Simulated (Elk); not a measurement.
Worked example: self-consistent single point of Al₃Sc (Pm-3m, 4 atoms in the cell) in Elk.

Level of theory: Elk with PBEsol, all-electron FP-LAPW, Elk's shipped species files, APW+lo basis with extra local orbitals.

```yaml
crystal:
  lattice:
    - [4.02579, 0.00000, 0.00000]
    - [0.00000, 4.02579, 0.00000]
    - [0.00000, 0.00000, 4.02579]
  atoms:
    - { symbol: Sc, position: [0.00000, 0.00000, 0.00000] }
    - { symbol: Al, position: [0.00000, 0.50000, 0.50000] }
    - { symbol: Al, position: [0.50000, 0.00000, 0.50000] }
    - { symbol: Al, position: [0.50000, 0.50000, 0.00000] }
```

Reference input (self-consistent single point, DFT, PBE, all-electron FP-LAPW, Elk's shipped species files, APW+lo basis with extra local orbitals): xctype = 20; rgkmax = 7.5; swidth = 0.00499791 Ha; ngridk = 7 7 7; tforce = true; gmaxvr = 18 1/bohr; lmaxapw = 10; lmaxo = 8; nxlo = 2; lorbcnd = true; lradstp = 2; nrmtscf = 2. This run's input differs from it in these lines:

```diff
@@ -4,3 +4,3 @@
 xctype
-  20
+  22
```

Output, abridged:

```
│ Self-consistent loop started │
│ Loop number : 1 │
 total energy                :     -1493.28647616
│ Loop number : 2 │
 total energy                :     -1493.25246484
RMS change in Kohn-Sham potential (target) :   0.4473388537     (  0.1000000000E-05)
Absolute change in total energy (target)   :   0.3401131312E-01 (  0.1000000000E-03)
│ Loop number : 3 │
 total energy                :     -1492.93255023
RMS change in Kohn-Sham potential (target) :   0.2840781787     (  0.1000000000E-05)
Absolute change in total energy (target)   :   0.3284174360     (  0.1000000000E-03)
│ Loop number : 4 │
   [... lines left out ...]
Absolute change in total energy (target)   :   0.2294679030E-04 (  0.1000000000E-03)
│ Loop number : 12 │
 total energy                :     -1490.46481850
RMS change in Kohn-Sham potential (target) :   0.1955669835E-05 (  0.1000000000E-05)
Absolute change in total energy (target)   :   0.1541418487E-04 (  0.1000000000E-03)
│ Loop number : 13 │
 total energy                :     -1490.46477075
RMS change in Kohn-Sham potential (target) :   0.2279500401E-06 (  0.1000000000E-05)
Absolute change in total energy (target)   :   0.4389234914E-04 (  0.1000000000E-03)
Convergence targets achieved

│ Loop number : 14 │

Energies :
 Fermi                       :     0.298822102764
 total energy                :     -1490.46476926

Density of states at Fermi energy :    32.86711318
 (states/Hartree/unit cell)

Estimated indirect band gap :   0.3536899921E-02
 from k-point      3 to k-point      8
Estimated direct band gap   :   0.3721225387E-01
 at k-point      5

Charges :
 core                        :    22.00000000
 valence                     :    38.00000000
 interstitial                :    6.818946320
 muffin-tins (core leakage)
  species :    1 (Sc)
   atom    1                 :    19.35915160     (  0.3455850717E-08)
  species :    2 (Al)
   atom    1                 :    11.27396736     (  0.4855361406E-03)
   atom    2                 :    11.27396736     (  0.4855361406E-03)
   [... lines left out ...]
   total force               :     0.00000000    0.00000000    0.00000000
   total magnitude           :     0.00000000
  atom :    3
   Hellmann-Feynman          :    -0.00000000    0.00000000    0.00000000
   IBS                       :     0.00000000    0.00000000    0.00000000
   total force               :     0.00000000    0.00000000    0.00000000
   total magnitude           :     0.00000000
```

The run converged in 14 iterations. The count includes the last loop, which Elk runs after its targets are met. 

The starting cell has typed, rounded lattice constants, without a prior relaxation at this level. Its lattice was rescaled by a random factor within 2.5 % of one. Values depend on the basis (sphere radii, cutoffs, local orbitals), which need not be converged. The log's line on a gap gives a spacing of levels on this mesh, which the program prints for metals too.
